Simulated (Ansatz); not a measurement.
Functionals compared on OH on the 1x1 (111) surface of fcc Ni, ferromagnetic, one in a 2x2 cell, started at the site 'hollow Ni-Ni-Ni over Ni at depth 4.0 Å', in Ansatz (plane waves, PAW). The structure was relaxed with PBE; the other rows are single points on it, each with its references at the same level. Cutoff 420 eV.

Model: 18-atom slab, 6.0 Å thick at the start under the adsorbate (thin: gaps and levels are the slab's own), 7x7x1 mesh, Fermi-Dirac 0.1 eV, dipole correction, 8 atoms held, the rest relaxed; held to the start's symmetry, so lower structures may exist; spin-polarised, no spin-orbit, no U, no dispersion correction. At the end it is bonded to 3 Ni. In PBE it is, or lies within 0.03 eV of, the lowest of the starts that converged. These notes are the PBE run's. Adsorption energies are against H2O(g) − ½ H2(g). A negative adsorption energy means that the adsorbate is more stable on the surface than in its reference.

```json
[
 {"functional": "PBE", "adsorption energy (eV)": "-0.04", "work function of the top face (eV)": "3.07", "change of the work function (eV)": "-2.01", "magnetic moment of the cell (μB)": "10.76", "rough cost of the single point": "–"},
 {"functional": "RPBE", "adsorption energy (eV)": "(withheld)", "work function of the top face (eV)": "(withheld)", "change of the work function (eV)": "(withheld)", "magnetic moment of the cell (μB)": "10.87", "rough cost of the single point": "very roughly 10 core-minutes"}
]
```

Fill in the missing entries.


- RPBE, adsorption energy (eV): 0.22
- RPBE, work function of the top face (eV): 2.95
- RPBE, change of the work function (eV): -1.95

Ansatz is an electronic-structure program.
